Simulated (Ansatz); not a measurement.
Structure of amorphous In9Ga9Zn9O36 (periodic cell):

```xyz
63
Lattice="9.2644 0.0000 0.0000 0.0000 9.2644 0.0000 0.0000 0.0000 9.2644" Properties=species:S:1:pos:R:3 pbc="T T T"
In     8.7349     2.3728     0.7614
In     8.5969     5.1541     7.8537
In     6.2164     2.3529     3.4899
In     0.5090     6.4259     4.6989
In     7.5154     4.9646     2.1526
In     4.1010     7.3476     4.5547
In     8.8095     8.7074     7.4488
In     8.3288     7.9461     1.2991
In     2.6348     1.9391     1.9644
Ga     6.0853     0.6882     0.3330
Ga     4.9376     6.9542     1.0827
Ga     4.9172     5.7135     7.5971
Ga     2.1103     8.0013     2.2520
Ga     7.5803     2.1622     6.4911
Ga     0.4064     3.3121     4.3094
Ga     0.0237     0.4277     4.0958
Ga     6.5755     8.8216     5.1484
Ga     6.6021     5.2124     5.2092
Zn     2.5719     4.4855     6.2106
Zn     4.6748     2.5006     7.0779
Zn     1.2282     2.0429     7.4321
Zn     3.7800     4.5404     3.3083
Zn     4.8996     3.7326     0.5963
Zn     3.2620     1.3616     4.8590
Zn     2.1116     7.0741     8.1961
Zn     2.9793     0.3226     8.8196
Zn     1.5879     5.0732     1.1147
O      6.2376     7.0556     4.7396
O      4.7006     1.1264     8.4771
O      4.1197     7.0711     8.6140
O      1.2347     5.7735     6.9937
O      8.4847     4.7462     5.2002
O      0.4596     9.1044     2.3397
O      9.0409     4.5246     0.6371
O      6.1432     8.3500     1.3081
O      1.5067     6.9536     0.8291
O      8.4233     3.0757     2.8611
O      1.5224     1.7181     3.7563
O      5.9885     5.4215     0.7692
O      8.3400     7.1051     8.6220
O      3.0735     3.9802     1.5133
O      7.0207     0.3850     6.8006
O      4.1973     4.0984     8.1072
O      1.4763     1.9604     0.1562
O      2.0702     7.7919     4.1366
O      4.1288     2.4772     3.4541
O      1.7920     4.6227     4.2448
O      7.3440     0.6197     3.8053
O      4.6676     0.0242     5.0646
O      8.5435     2.9660     7.8576
O      8.8631     8.2629     5.3397
O      8.6310     6.5245     2.8350
O      1.6447     8.9892     7.5590
O      4.1008     5.6777     5.8484
O      6.6571     5.4624     7.0603
O      3.8440     6.5851     2.5526
O      3.2857     9.2537     1.4915
O      2.7703     2.5216     6.3750
O      6.2594     2.3889     1.2463
O      5.9344     4.5433     3.5665
O      7.9900     0.5364     0.0650
O      6.1054     2.9302     5.7329
O      9.1933     1.8895     5.5672
```

Method: PBE, scalar-relativistic without spin-orbit coupling (plane waves to 420 eV, PAW; Ansatz, a first-principles code).

A CHGNet melt-quench gave the starting glass, which DFT then relaxed. O atoms were pushed apart under 1.9 Å during the dynamics, to hinder bonds among them. The hot cell started wider than the set density and was brought back towards it in steps. It is the lowest in DFT energy of 4 quenches. It is a model cell: composition and starting density were chosen by hand, and all elements were melted together. No dispersion term was used. Its density started from a set value of 5.90 and ended at 5.90 g/cm³. The simulated quench (nominally 320 K/ps over its main leg) is rapid and tends to freeze in more defects than a deposited or slowly cooled glass has. A cell of this size samples the disorder only roughly. The volume was held where the preparation left it, at a PBE pressure of 2.4 GPa. Stress components on the final sampling reach 3.5 GPa.

Cut-offs for bonds: In-In 3.12 Å, In-Ga 2.90 Å, In-Zn 2.90 Å, In-O 2.82 Å, Ga-Ga 2.68 Å, Ga-Zn 2.68 Å, Ga-O 2.50 Å, Zn-Zn 2.68 Å, Zn-O 2.60 Å, O-O 1.58 Å. Two cations that share two anions don't count as bonded, nor two that share one unless they lie closer than In-In 3.04 Å, In-Ga 2.82 Å, In-Zn 2.82 Å, Ga-Ga 2.61 Å, Ga-Zn 2.61 Å, Zn-Zn 2.61 Å.

**Question.** Give the coordination numbers, mean bond lengths and angles.

**Answer.** 
```yaml
Mean coordination of In by anions: 5.56 (4 with 5, 5 with 6)
Mean coordination of Ga by anions: 4.56 (4 with 4, 5 with 5)
Mean coordination of Zn by anions: 4.22 (1 with 3, 5 with 4, 3 with 5)
Mean coordination of O: 3.58 (15 with 3, 21 with 4)
Mean In-O bond: 2.199 Å (spread 0.138 Å, 50 counted)
Mean Ga-O bond: 1.944 Å (spread 0.126 Å, 41 counted)
Mean Zn-O bond: 2.053 Å (spread 0.136 Å, 38 counted)
Bond angle at In: mean 104.6°, spread 28.6°
Bond angle at Ga: mean 107.4°, spread 22.9°
Bond angle at Zn: mean 107.5°, spread 20.7°
Bond angle at O: mean 110.6°, spread 15.9°
```

**Question.** List the pairs of like atoms that count as bonded by the rules above.

**Answer.** There are none by these rules.
